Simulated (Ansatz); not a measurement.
Adsorption energy and surface dipole of O on the (0001) surface of wurtzite GaN (2x2 Ga adatom at T4; a constructed slab, bottom: 3 H on 4 bottom sites), one in a cell of 36 Å², started at the site 'over Ga at depth 1.7 Å', worked from the runs' numbers; total energies count from the potentials' own zero.

Host crystal: wurtzite GaN, with a band gap (PBE, scalar-relativistic without spin-orbit coupling).

Calculation: PBE (plane waves to 420 eV, PAW; Ansatz, a first-principles code).

Slab: 45 atoms, 13.9 Å thick at the start with caps and adatoms under the adsorbate (thin: gaps and levels are the slab's own); k 4x4x1, smearing 0.01 eV, dipole-corrected; 23 atoms held, the rest relaxed; held to the start's symmetry, so lower structures may exist; spin-polarised, no spin-orbit, no U, no dispersion correction. Its gap by band count is narrow, 0.06 eV on this mesh, and the smearing reaches across it. The starting moment vanished. At the end it is bonded to 2 Ga. In PBE it is, or lies within 0.03 eV of, the lowest of the starts that converged.

```
quantity                                                            value
----------------------------------------------------------  -------------
slab with the adsorbate                                     -87752.889 eV
clean slab, same cell and mesh                              -87184.903 eV
reference, ½ O2(g)                                            -564.968 eV
area of the cell                                                 35.88 Å²
change of the step from the bottom to the top vacuum level       0.499 eV
```

Question: What is the adsorption energy against this reference?

Answer: E(slab + adsorbate) − E(slab) − E(reference) = -3.02 eV, so in this state the adsorbate is more stable than in the reference, at a coverage of 2.79 a nm².

Question: What dipole does adsorption add to the slab along the outward normal (Helmholtz relation, ε₀ = 0.005526 e/(V·Å))?

Answer: p = −ε₀·A·ΔV = -0.099 e·Å = -0.47 D; its negative end points to the vacuum, which raises the vacuum level.
